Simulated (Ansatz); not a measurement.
I on the 1x1 (110) surface of bcc Mo, one in a 2x2 cell, energies for each (28.3 Å²). Energies are against ½ I2(g), without zero-point or thermal terms; each row is named by its start.

All values below come from PBE (plane waves to 420 eV, PAW; Ansatz, a first-principles code).

Model: 17-atom slab, 6.5 Å thick at the start under the adsorbate (thin: gaps and levels are the slab's own), 6x6x1 mesh, Fermi-Dirac 0.1 eV, dipole correction, 8 atoms held, the rest relaxed; each run with such symmetry as its start has; no spin, no spin-orbit, no U, no dispersion correction.

A negative adsorption energy means that the adsorbate is more stable on the surface than in its reference. Heights count from the host atoms within 0.3 Å of the top one.

```json
[
 {"starting site": "top Mo", "E_ads (eV)": "-1.76", "height (Å)": "?", "nearest host atom (Å)": "Mo 2.69", "bonded to": "Mo", "Δ work function (eV)": "0.19", "lateral drift (Å)": "0.0"},
 {"starting site": "hollow Mo-Mo-Mo", "E_ads (eV)": "?", "height (Å)": "2.32", "nearest host atom (Å)": "Mo 2.85", "bonded to": "3 Mo", "Δ work function (eV)": "-0.60", "lateral drift (Å)": "0.1"},
 {"starting site": "bridge Mo-Mo (span 2.7 Å)", "E_ads (eV)": "-2.24", "height (Å)": "2.46", "nearest host atom (Å)": "Mo 2.81", "bonded to": "2 Mo", "Δ work function (eV)": "-0.31", "lateral drift (Å)": "0.0"},
 {"starting site": "bridge Mo-Mo (span 3.2 Å)", "E_ads (eV)": "-2.39", "height (Å)": "2.30", "nearest host atom (Å)": "Mo 2.82", "bonded to": "4 Mo", "Δ work function (eV)": "?", "lateral drift (Å)": "0.0"}
]
```

Q: Some entries are withheld; supply them.

A: 
- top Mo, height (Å): 2.75
- hollow Mo-Mo-Mo, E_ads (eV): -2.45
- bridge Mo-Mo (span 3.2 Å), Δ work function (eV): -0.69
